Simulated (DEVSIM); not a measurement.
Device: GaAs p-n junction from an implanted or diffused profile, at 300 K.

```csv
layer (left to right),material,thickness (μm),Nd (cm⁻³),τn (s),τp (s)
1,GaAs,29.0,1.9e15,1.2e-8,1.2e-8
```

Added acceptor profile: 7.6e17 cm⁻³ × exp(−(x − 0 μm)²/(2·(0.17 μm)²)). Left contact: ohmic. Right contact: ohmic. Voltage is applied to the left contact. Recombination: SRH at mid-gap. Mobility is μmin + (μ − μmin)/(1 + (N/Nref)^α).

Constants are typed, rounded textbook-type inputs, not results; the design itself was drawn at random and stands for no fabricated device. Values at 300 K.

| parameter | GaAs |
|---|---|
| gap (eV) | 1.424 |
| affinity (eV) | 4.07 |
| permittivity | 12.9 |
| Nc (cm⁻³) | 4.7e17 |
| Nv (cm⁻³) | 9e18 |
| μn (cm²/Vs) | 8500 |
| μp (cm²/Vs) | 400 |
| μn,min | 500 |
| μp,min | 20 |
| Nref,n | 6e16 |
| Nref,p | 1.5e17 |
| αn | 0.39 |
| αp | 0.38 |

DEVSIM, 1D drift-diffusion, Boltzmann statistics, complete ionisation; no tunnelling, impact ionisation, image-force lowering or self-heating.

### Question
Tabulate band edges, carrier densities and field at -5.0 V on the left contact.

### Answer
Energies count from the Fermi level of the right contact; mesh points crowd at the junctions.

```
x (μm)   Ec (eV)  Ev (eV)  n (cm⁻³)  p (cm⁻³)  field (V/cm)
-------  -------  -------  --------  --------  ------------
0.000      6.360    4.936     < 1e2    7.6e17           -45
0.02206    6.360    4.936     < 1e2    7.5e17          -200
0.05780    6.359    4.934     < 1e2    7.1e17          -520
0.1097     6.355    4.931     < 1e2    6.1e17          -980
0.2288     6.337    4.912     < 1e2    3.0e17         -2100
0.3502     6.303    4.879     < 1e2    8.3e16         -4500
0.4794     5.987    4.564     < 1e2    4.2e11        -45000
0.6392     5.181    3.757     < 1e2       730        -51000
0.7650     4.553    3.129     < 1e2       690        -48000
0.9452     3.725    2.301     < 1e2       650        -44000
1.365      2.131    0.707     < 1e2       530        -32000
2.714      0.147   -1.277    1.6e15     < 1e2          -460
5.342      0.142   -1.282    1.9e15     < 1e2           ≈ 0
10.81      0.142   -1.282    1.9e15     < 1e2           ≈ 0
21.76      0.142   -1.282    1.9e15     < 1e2           ≈ 0
25.54      0.142   -1.282    1.9e15     < 1e2           ≈ 0
27.42      0.142   -1.282    1.9e15     < 1e2           ≈ 0
28.25      0.142   -1.282    1.9e15     < 1e2           ≈ 0
28.75      0.142   -1.282    1.9e15     < 1e2           ≈ 0
28.89      0.142   -1.282    1.9e15     < 1e2           ≈ 0
28.96      0.142   -1.282    1.9e15     < 1e2           ≈ 0
29.00      0.142   -1.282    1.9e15     < 1e2           ≈ 0
```
